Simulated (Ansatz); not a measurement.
The parent structure is GaAs in the wurtzite structure (space group P6_3mc, No. 186; a = 3.9877 Å, c = 6.5760 Å; a cell from a computed database, its experimental status unchecked).

Level of theory: Kohn–Sham DFT with the PBEsol functional, run in Ansatz (a quantum-chemistry and plane-wave program) with PAW and 420 eV plane waves, no spin-orbit coupling.

Carriers are added at fixed cell with a uniform background; the Fermi–Dirac width is that of 300 K.

One change was made to it. Results:

```tsv
quantity	base	after
gap character	direct at Γ	direct at Γ
gap between the host's bands	0.43 eV	0.44 eV
Fermi level relative to the doped band's edge (positive inside the band; to 0.05 eV)	–	+0.50 eV
```

**Question.** Name the change that was made.
A) holes 5.0×10^21 cm⁻³
B) electrons 5.0×10^21 cm⁻³
C) holes 2.0×10^21 cm⁻³
D) electrons 1.5×10^21 cm⁻³

**Answer.** C, holes 2.0×10^21 cm⁻³. For comparison, the Fermi level from band edge in the other runs: electrons 5.0×10^21 cm⁻³ gives +1.00 eV; electrons 1.5×10^21 cm⁻³ gives +0.75 eV; holes 5.0×10^21 cm⁻³ gives +0.85 eV.

Carriers are added with a uniform compensating background; total energy and stress of such cells depend on the potential's zero and are not compared; many-body gap narrowing is missing at this level. Stability against distortions was not tested. This is not the structure that GaAs has at room temperature and ambient pressure.
